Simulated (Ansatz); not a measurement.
# LiF (P6₃mc, No. 186, 4 atoms in the cell; start mp-1185301; a measured phase of this formula has another space group)

Computed with r²SCAN+rVV10 in Ansatz (plane waves, PAW).

Settings: plane-wave cutoff 560 eV, 12×12×8 k mesh (along the axes of the cell as run), Fermi–Dirac smearing 0.01 eV, scalar-relativistic PAW data made under PBE.

Cell (relaxed at this level):

```cif
data_F2Li2
_chemical_formula_sum 'Li2 F2'
_space_group_name_H-M_alt 'P63mc'
_space_group_IT_number 186
_space_group_name_Hall 'P 6c -2c'
_cell_length_a 3.07278
_cell_length_b 3.07278
_cell_length_c 4.75649
_cell_angle_alpha 90.000
_cell_angle_beta 90.000
_cell_angle_gamma 120.000
loop_
_atom_site_label
_atom_site_type_symbol
_atom_site_symmetry_multiplicity
_atom_site_Wyckoff_symbol
_atom_site_fract_x
_atom_site_fract_y
_atom_site_fract_z
_atom_site_occupancy
Li1 Li 2 b 0.33333 0.66667 0.38297 1
F1 F 2 b 0.66667 0.33333 0.49202 1
```

```json
{
 "band_gap": "8.54 eV (direct)"
}
```

Static lattice: no zero-point or thermal effects.

It cost roughly 11 core-seconds of CPU time.

A start named mp-… is a Materials Project structure, which need not be a measured phase.

Ansatz is a program for electronic structure.
